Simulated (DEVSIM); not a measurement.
Structure: abrupt Si p-n junction, at 250 K.

Layer 1 from the left is Si, thickness (μm) 54.0, Na (cm⁻³) 2e18, τn (s) 5.8e-5, τp (s) 5.8e-5. Layer 2 from the left is Si, thickness (μm) 9.70, Nd (cm⁻³) 2.8e14, τn (s) 5.8e-5, τp (s) 5.8e-5.

Left contact: ohmic. Right contact: ohmic. Voltage is applied to the left contact. Recombination: SRH at mid-gap, radiative. Mobility is μmin + (μ − μmin)/(1 + (N/Nref)^α).

This is a model device: material constants are rounded textbook-type values typed into the input, and sizes, dopings and lifetimes were drawn at random. Values at 300 K; Nc and Nv go as T^1.5, mobilities as T to minus their exponent, the gap by Varshni's rule with the affinity fixed.

Si: gap (eV) 1.124, affinity (eV) 4.05, permittivity 11.7, Nc (cm⁻³) 2.86e19, Nv (cm⁻³) 3.1e19, μn (cm²/Vs) 1417, μp (cm²/Vs) 470, μn,min 52, μp,min 45, Nref,n 9.7e16, Nref,p 2.2e17, αn 0.68, αp 0.72, T exponent of μn 2.3, T exponent of μp 2.2, B (cm³/s) 4.7e-15, Varshni α (eV/K) 0.000473, Varshni β (K) 636.

Simulated with DEVSIM: 1D drift-diffusion, Boltzmann statistics, complete ionisation; no tunnelling, impact ionisation, image-force lowering or self-heating.

Task: What does the simulation give for the dark forward voltage at 100 A/cm², the potential step across the device at zero bias?

Result: dark forward voltage at 100 A/cm² 0.846 V; potential step across the device at zero bias 0.840 V.
